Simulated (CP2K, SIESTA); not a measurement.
A SIESTA input for a self-consistent single point of LaGePd (C2/m, 6 atoms in the cell) (DFT, GGA PBEsol, numerical atomic orbitals DZP, PseudoDojo PBEsol standard norm-conserving potentials (rewritten from UPF to PSML)):

```
# files in the folder: La.psml Ge.psml Pd.psml (PseudoDojo PBEsol standard)
SystemName  LaGePd
SystemLabel LaGePd

NumberOfAtoms                6
NumberOfSpecies              3
%block ChemicalSpeciesLabel
  1 57 La
  2 32 Ge
  3 46 Pd
%endblock ChemicalSpeciesLabel
LatticeConstant              5.632008 Ang
%block LatticeVectors
     0.917601147   -0.397502276    0.000000000
     0.917601147    0.397502276    0.000000000
    -0.917199514    0.000000000    0.970633742
%endblock LatticeVectors
AtomicCoordinatesFormat      Ang
%block AtomicCoordinatesAndAtomicSpecies
     1.174460297   -0.000000000    3.859486268  1
     3.995738703    0.000000000    1.607130732  1
     1.089444896   -0.000000000    0.605373167  2
     4.080754104   -0.000000000    4.861243833  2
     6.980703194   -0.000000000    1.520320854  3
    -1.810504194    0.000000000    3.946296146  3
%endblock AtomicCoordinatesAndAtomicSpecies

XC.functional                GGA
XC.authors                   PBEsol
PAO.BasisSize                DZP
PAO.EnergyShift              0.01 Ry
MeshCutoff                   300 Ry
%block kgrid.MonkhorstPack
    5   0   0  0.0
    0   5   0  0.0
    0   0   3  0.0
%endblock kgrid.MonkhorstPack
OccupationFunction           MP
OccupationMPOrder            0
ElectronicTemperature        1578.21 K

MaxSCFIterations             150
SCF.Mixer.Method             Pulay
SCF.Mixer.Weight             0.2
SCF.Mixer.History            8
SCF.DM.Tolerance             1.0E-04
Diag.ParallelOverK           true
WriteForces                  true
```

Question: Write the same calculation as an input for CP2K.

Answer: This is the input that was run; spellings and numerical settings could be chosen otherwise.

```
&GLOBAL
  PROJECT lagepd
  RUN_TYPE ENERGY_FORCE
  PRINT_LEVEL MEDIUM
&END GLOBAL
&FORCE_EVAL
  METHOD Quickstep
  STRESS_TENSOR ANALYTICAL
  &DFT
    BASIS_SET_FILE_NAME BASIS_MOLOPT
    BASIS_SET_FILE_NAME BASIS_MOLOPT_UCL
    POTENTIAL_FILE_NAME GTH_POTENTIALS
    &QS
      METHOD GPW
      EPS_DEFAULT 1E-10
    &END QS
    &MGRID
      CUTOFF 500
      REL_CUTOFF 50
      NGRIDS 5
    &END MGRID
    &SCF
      SCF_GUESS ATOMIC
      EPS_SCF 1E-6
      MAX_SCF 100
      ADDED_MOS 11
      &DIAGONALIZATION
        ALGORITHM STANDARD
      &END DIAGONALIZATION
      &MIXING
        METHOD BROYDEN_MIXING
        ALPHA 0.3
        NBUFFER 8
      &END MIXING
      &SMEAR ON
        METHOD GAUSSIAN
        SIGMA [eV] 0.136
      &END SMEAR
    &END SCF
    &KPOINTS
      SCHEME MONKHORST-PACK 5 5 3
    &END KPOINTS
    &XC
      &XC_FUNCTIONAL
        &PBE
          PARAMETRIZATION PBESOL
        &END PBE
      &END XC_FUNCTIONAL
    &END XC
    &PRINT
      &MO
        EIGENVALUES T
        OCCUPATION_NUMBERS T
        NDIGITS 8
        FILENAME mo
        &EACH
          QS_SCF 0
        &END EACH
        ADD_LAST NUMERIC
      &END MO
      &MULLIKEN ON
      &END MULLIKEN
    &END PRINT
  &END DFT
  &SUBSYS
    &CELL
      ABC 5.63200800 5.63200780 7.52117654
      ALPHA_BETA_GAMMA 129.06668256 129.06668060 46.84426027
      PERIODIC XYZ
    &END CELL
    &COORD
      SCALED
      La       0.46648000     0.46648000     0.70601000
      La       0.53352000     0.53352000     0.29399000
      Ge       0.16075000     0.16075000     0.11074000
      Ge       0.83925000     0.83925000     0.88926000
      Pd       0.81438000     0.81438000     0.27811000
      Pd       0.18562000     0.18562000     0.72189000
    &END COORD
    &KIND La
      BASIS_SET DZVP-MOLOPT-SR-GTH
      POTENTIAL GTH-PBE-q11
    &END KIND
    &KIND Ge
      BASIS_SET DZVP-MOLOPT-SR-GTH
      POTENTIAL GTH-PBE-q4
    &END KIND
    &KIND Pd
      BASIS_SET DZVP-MOLOPT-SR-GTH
      POTENTIAL GTH-PBE-q18
    &END KIND
  &END SUBSYS
  &PRINT
    &FORCES ON
    &END FORCES
    &STRESS_TENSOR ON
    &END STRESS_TENSOR
  &END PRINT
&END FORCE_EVAL
```

Basis, cutoffs, solver keys and any potentials are the target program's own. This input uses DFT PBEsol, GPW, DZVP-MOLOPT-SR-GTH basis, GTH-PBE potentials (GTH_POTENTIALS).

The starting cell comes from a database of computed structures (which also holds hypothetical and non-ambient phases and stackings), without a prior relaxation at this level. For this run, on top of that: lattice scaled by 0.98.
